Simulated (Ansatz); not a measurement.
Here is the system:

```yaml
crystal:
  lattice:
    - [0.00000, 2.63774, 2.63774]
    - [2.63774, 0.00000, 2.63774]
    - [2.63774, 2.63774, 0.00000]
  atoms:
    - { symbol: Zn, position: [0.00000, 0.00000, 0.00000] }
    - { symbol: S, position: [0.25000, 0.25000, 0.25000] }
```

These are r2SCAN with spin-orbit coupling, rigid bands (plane waves, PAW; Ansatz, a program for electronic structure) values and carry that method's errors. Condition of this run: hydrostatic pressure of 4 GPa (compression positive) (the target of the relaxation). Cell: cell and atoms relaxed with PBEsol, then loaded as said.

### Question
What conductivity effective mass do dilute holes have at 300 K?

### Answer
0.80 mₑ.

### Question
Predict the electron conductivity mass (n e² τ/σ) at 300 K, by direction if it differs.

### Answer
0.22 mₑ.

### Question
And the band gap?

### Answer
2.99 eV at this level; semilocal functionals usually fall short of the measured gap.

Rigid bands, one relaxation time for all states, no polarons. Geometry: cell and atoms relaxed with PBEsol.
